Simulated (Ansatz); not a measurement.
For Sn (model structure, started from the Si type, Ia-3, No. 206, 8 atoms in the cell), PBEsol (PAW; Ansatz, an electronic-structure program) gives:

- lattice constant a: 7.952 Å
- bulk modulus B0: 41.7 GPa
- cohesive energy: 3.48 eV/atom

Task: What does r²SCAN (Ansatz, PAW) give for the same quantities?

Result: 
- lattice constant a: 8.015 Å (goes up by 0.8 %)
- bulk modulus: 42.0 GPa (rises by 0.7 %)
- cohesive energy: 3.16 eV/atom (decreases by 0.32 eV/atom)

Changes are worked out from the printed values.

Unless a cell is named, each level is at its own relaxed cell (PBEsol 31.43, r²SCAN 32.17 Å³/atom).

Levels without +SOC leave out spin–orbit coupling, which shifts energies and cells of such heavy elements.

Caveats: the bulk modulus is −V dP/dV from two relaxed cells at ±2 % in volume (PBEsol, r²SCAN). Ansatz's density-functional and Hartree–Fock values are scalar-relativistic unless marked +SOC, with PAW data made under PBE.

A model structure was made by putting elements into a prototype or built by hand; it is no filed structure, need not be a known phase, and can be a saddle point held by its symmetry.
